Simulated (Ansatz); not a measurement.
Reference: GaP (F-43m), r2SCAN with spin-orbit coupling, rigid bands (plane waves, PAW; Ansatz, an electronic-structure program); axes and stresses refer to this cell.

```
GaP
1.0
    0.00000     2.71923     2.71923
    2.71923     0.00000     2.71923
    2.71923     2.71923     0.00000
Ga P
1 1
Direct
  0.00000   0.00000   0.00000
  0.25000   0.25000   0.25000
```

Seebeck coefficient, n-type 1e19 cm⁻³: -328 μV/K
Seebeck coefficient, p-type 1e19 cm⁻³: 318 μV/K
band gap: 1.81 eV

Problem. Change: biaxial stress in (001) of -4.2 GPa (compression positive). What happens to Seebeck coefficient, n-type 1e19 cm⁻³, Seebeck coefficient, p-type 1e19 cm⁻³, band gap?

Solution. Seebeck coefficient, n-type 1e19 cm⁻³ decreases in size to -229 μV/K; Seebeck coefficient, p-type 1e19 cm⁻³ decreases to 178 μV/K; band gap drops to 1.28 eV.

Problem. Change: biaxial stress in (001) of -5.6 GPa (compression positive). What happens to Seebeck coefficient, n-type 1e19 cm⁻³, Seebeck coefficient, p-type 1e19 cm⁻³, band gap?

Solution. Seebeck coefficient, n-type 1e19 cm⁻³ drops in size to -229 μV/K; Seebeck coefficient, p-type 1e19 cm⁻³ decreases to 164 μV/K; band gap decreases to 1.07 eV.

Problem. Change: biaxial stress in (001) of 1.4 GPa (compression positive). What happens to Seebeck coefficient, n-type 1e19 cm⁻³, Seebeck coefficient, p-type 1e19 cm⁻³, band gap?

Solution. Seebeck coefficient, n-type 1e19 cm⁻³ falls in size to -293 μV/K; Seebeck coefficient, p-type 1e19 cm⁻³ decreases to 286 μV/K; band gap decreases to 1.70 eV.

Problem. Change: biaxial stress in (001) of 2.8 GPa (compression positive). What happens to Seebeck coefficient, n-type 1e19 cm⁻³, Seebeck coefficient, p-type 1e19 cm⁻³, band gap?

Solution. Seebeck coefficient, n-type 1e19 cm⁻³ decreases in size to -291 μV/K; Seebeck coefficient, p-type 1e19 cm⁻³ falls to 273 μV/K; band gap drops to 1.59 eV.

Seebeck coefficients are for the stated density at 300 K, with one relaxation time for all states and whether or not that doping can be reached. Stresses and pressures are the targets of the relaxation.  The structure type is held under load, also where the real crystal would transform.
